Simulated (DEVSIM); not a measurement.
Device: TaN/La2O3/n-Ge capacitor, at 250 K.

Layer 1 from the left is La2O3, thickness (nm) 5.50. Layer 2 from the left is Ge, thickness (nm) 6900, Nd (cm⁻³) 7.5e15.

Metal gate on the left, work function 4.4 eV. Fixed charge at the semiconductor interface -2.6e10 cm⁻² (in units of +e); no interface traps.

Constants are typed, rounded textbook-type inputs, not results; the design itself was drawn at random and stands for no fabricated device. Values at 300 K; Nc and Nv go as T^1.5, mobilities as T to minus their exponent, the gap by Varshni's rule with the affinity fixed.

La2O3: gap (eV) 5.8, affinity (eV) 1.8, permittivity 27. Ge: gap (eV) 0.664, affinity (eV) 4, permittivity 16, Nc (cm⁻³) 1.04e19, Nv (cm⁻³) 6e18, Varshni α (eV/K) 0.000477, Varshni β (K) 235.

Question: Estimate by hand the flat-band voltage, the threshold voltage, and compare with a numerical solution.

Answer: 
- Flat-band voltage: C = 4.35 μF/cm², work-function difference 0.250 V; VFB = φms − qNf/C = 0.25 V; numerical 0.25 V.
- Threshold voltage: φF = 0.197 V, depletion charge √(4εqNφF) = 3.67e-8 C/cm²; VT = VFB − 2φF − Qd/C = -0.15 V; numerical -0.15 V.

Model (solved in DEVSIM): 1D Poisson equation in equilibrium, Boltzmann statistics, complete ionisation; no quantum confinement or tunnelling. Metal contacts follow the ideal Schottky-Mott rule: no Fermi-level pinning, no interface dipoles.
